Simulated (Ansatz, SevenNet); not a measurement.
**Lattice constant a of NbSi2 (P6₂22, No. 180) at several levels of theory**

No measured value is used here.

```tsv
level (code)	value (Å)
SevenNet-0	4.820
LDA (Ansatz)	4.745
PBE (Ansatz)	…
PBEsol (Ansatz)	…
PBE-D3(BJ) (Ansatz)	4.750
r²SCAN (Ansatz)	4.796
r²SCAN+rVV10 (Ansatz)	4.787
```

Q: Complete the blanks.

A: 
- PBE (Ansatz, a quantum-chemistry and plane-wave program), value (Å): 4.813
- PBEsol (Ansatz), value (Å): 4.770

Cutoffs differ between the levels. Ansatz's density-functional and Hartree–Fock values are scalar-relativistic unless marked +SOC, with PAW data made under PBE.

Machine-learned potentials (SevenNet-0) are trained on DFT data: a solid inside that data is no test of them.
